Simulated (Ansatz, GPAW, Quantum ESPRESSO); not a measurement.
LuNi4Sn (F-43m, 6 atoms in the cell) computed with different codes at matched settings

Self-consistent single point, at a second geometry (lattice scaled by 0.98). First geometry:

```xyz
6
Lattice="0.0000 3.4822 3.4822 3.4822 0.0000 3.4822 3.4822 3.4822 0.0000" Properties=species:S:1:pos:R:3 pbc="T T T"
Lu     0.0000     0.0000     0.0000
Ni     4.3513     4.3513     4.3513
Ni     4.3513     2.6131     2.6131
Ni     2.6131     2.6131     4.3513
Ni     2.6131     4.3513     2.6131
Sn     1.7411     1.7411     1.7411
```

Shared settings, as Ansatz (a quantum-chemistry and plane-wave program) writes them: kpoints.mp_grid.grid = 6 6 6; scf.occupations.method = gaussian; scf.occupations.width = 0.136 eV. Potentials and cutoffs stand in the table.

```tsv
code	model	ΔF from the first geometry (meV/atom)	pressure (GPa)	largest force (eV/Å)	cutoff
Ansatz	LDA (PW92), PAW files made with PBE	-27.7	-0.58	0.017	default
Quantum ESPRESSO	LDA (PZ), PSlibrary ultrasoft (LDA) pseudopotentials	-29.3	-1.67	0.001	55 Ry
GPAW	LDA (Perdew-Wang 92), GPAW PAW datasets LDA (gpaw-data 1.0.1)	-24.0	0.33	0.012	850 eV
```

For Quantum ESPRESSO (by 0.8 GPa) the energy change implies a higher mean pressure, against the two pressures, than for the other programs: a sign of finite-basis (Pulay) stress.

On Ansatz's run: spin-orbit coupling is off. Spin polarisation is off.

The spread over the programs that give each value: ΔF from the first geometry within 5.3 meV/atom; pressure within 2.00 GPa; largest force within 0.016 eV/Å.

Ansatz's pressure is given at a fixed set of plane waves, as the other plane-wave codes print theirs; with its correction for the finite basis it is -0.51 GPa. The same LDA comes in different parametrisations, which differ slightly. In the pressure, Quantum ESPRESSO (by 1.08) lies more than 1 GPa from the median of the plane-wave programs.

The starting cell comes from a database of computed structures (which also holds hypothetical and non-ambient phases and stackings), without a prior relaxation at this level. Its lattice was rescaled by a random factor within 2.5 % of one. For this run, on top of that: lattice scaled by 0.98.

Left out of this page: Elk and FLEUR (not drawn, or without a comparable value).

Keys are those of Ansatz 0.2.
